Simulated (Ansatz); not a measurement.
The structure below was relaxed with r2SCAN (Ansatz, a first-principles code), without spin-orbit coupling, earlier PAW set.

```yaml
crystal:
  lattice:
    - [3.38569, 1.95473, 5.69699]
    - [-3.38569, 1.95473, 5.69699]
    - [0.00000, -3.90945, 5.69699]
  atoms:
    - { symbol: Li, position: [0.75000, 0.75000, 0.75000] }
    - { symbol: Li, position: [0.25000, 0.25000, 0.25000] }
    - { symbol: Nb, position: [0.00000, 0.00000, 0.00000] }
    - { symbol: Nb, position: [0.50000, 0.50000, 0.50000] }
    - { symbol: Se, position: [0.62313, 0.87687, 0.25000] }
    - { symbol: Se, position: [0.37687, 0.12313, 0.75000] }
    - { symbol: Se, position: [0.25000, 0.62313, 0.87687] }
    - { symbol: Se, position: [0.75000, 0.37687, 0.12313] }
    - { symbol: Se, position: [0.87687, 0.25000, 0.62313] }
    - { symbol: Se, position: [0.12313, 0.75000, 0.37687] }
```

### Question
Find the space group and the Wyckoff positions.

### Answer
Space group R-3c, hexagonal axes (No. 167); a = 6.771 Å, b = 6.771 Å, c = 17.091 Å, α = 90.00°, β = 90.00°, γ = 120.00°

| atom | site | symmetry | x | y | z |
|---|---|---|---|---|---|
| Li | 6a | 32 | 0.0000 | 0.0000 | 0.2500 |
| Nb | 6b | -3. | 0.0000 | 0.0000 | 0.0000 |
| Se | 18e | .2 | 0.3731 | 0.3731 | 0.2500 |

### Question
Describe the coordination.

### Answer
The crystal has 30 atoms in its conventional cell. Conventional cell: a = 6.771 Å, b = 6.771 Å, c = 17.091 Å, α = 90.00°, β = 90.00°, γ = 120.00°. Li is coordinated by 3 Se at 2.527 Å (trigonal planar). Nb is coordinated by 6 Se at 2.567 Å (octahedral). Se is surrounded by 1 Li at 2.527 Å and 2 Nb at 2.567 Å (trigonal planar). (Neighbours: up to the widest gap in distance over summed covalent radii, below 1.35, at either atom; cation-cation and far metal-metal contacts left out.)

Whether these cells are dynamically stable was not tested. The final runs are not spin-polarised. The cell was made from LiNbO3 by this change: O → Se; the result is a hypothetical phase, not in the database extracts checked.
